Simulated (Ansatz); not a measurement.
**1T (CdI2-type) MnI2**

These are r²SCAN-D4 in Ansatz (plane waves, PAW) values and carry that method's errors.

Run with plane-wave cutoff 560 eV, 12×12×6 k mesh (along the axes of the cell as run), Fermi–Dirac smearing 0.01 eV, spin-polarised with parallel moments, scalar-relativistic PAW data made under PBE.

Cell: relaxed at this level.

- equilibrium volume per atom = 34.09 Å³/atom
- bulk modulus = 15.0 GPa
- band gap = 2.05 eV
- smallest direct gap on the k points sampled = 2.21 eV
- direct gap at Γ = 2.54 eV
- lattice constant a = 4.133 Å
- c axis length = 6.912 Å

Note: the magnetic order was assumed, not searched for or taken from measurement; the bulk modulus comes from volumes at which shape and atoms were relaxed.

Spin–orbit coupling is not included; with these elements it can move the gap by several tenths of an eV or more.

Ansatz is a quantum-chemistry and plane-wave program.
